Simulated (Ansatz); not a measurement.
Band structure of FeCo (Pm-3m, 2 atoms in the cell).

```yaml
crystal:
  lattice:
    - [2.78679, 0.00000, 0.00000]
    - [0.00000, 2.78679, 0.00000]
    - [0.00000, 0.00000, 2.78679]
  atoms:
    - { symbol: Fe, position: [0.00000, 0.00000, 0.00000], spin: 4.0 }
    - { symbol: Co, position: [0.50000, 0.50000, 0.50000], spin: 3.0 }
```
(The spins are starting values, not results.)

Level of theory: PBE (plane waves, PAW; Ansatz, a quantum-chemistry and plane-wave program).

Settings: kpoints.mp_grid.grid = 16 16 16; hamiltonian.xc = pbe; hamiltonian.pseudopotentials = {kind: paw} (the program's default PAW files); magnetization.spin_polarized = true; scf.occupations.method = gaussian; scf.occupations.width = 0.0037 Ry; kpoints.band_path.npoints = 8.

The starting cell comes from a database of computed structures (which also holds hypothetical and non-ambient phases and stackings), without a prior relaxation at this level. Its lattice was rescaled by a random factor within 2.5 % of one. The magnetic order is the one reached from the typed start; others were not searched systematically.

Levels in eV from the Fermi level, bands 16 to 23 of the first spin channel:
```tsv
point	16	17	18	19	20	21	22	23
Γ	-1.98	-0.78	-0.78	-0.78	9.38	9.38	9.38	15.22
X	-2.72	-2.03	-2.01	-0.84	-0.45	16.56	16.56	16.80
M	-1.62	-0.51	-0.51	-0.28	-0.28	6.57	6.77	17.94
R	-1.91	-1.59	-1.59	7.98	7.98	7.98	8.07	8.07
```

Bands cross the Fermi level along this path, so the cell is metallic at this level.

The net moment of the cell came out as 4.43 μB.

Keys are those of Ansatz 0.2.
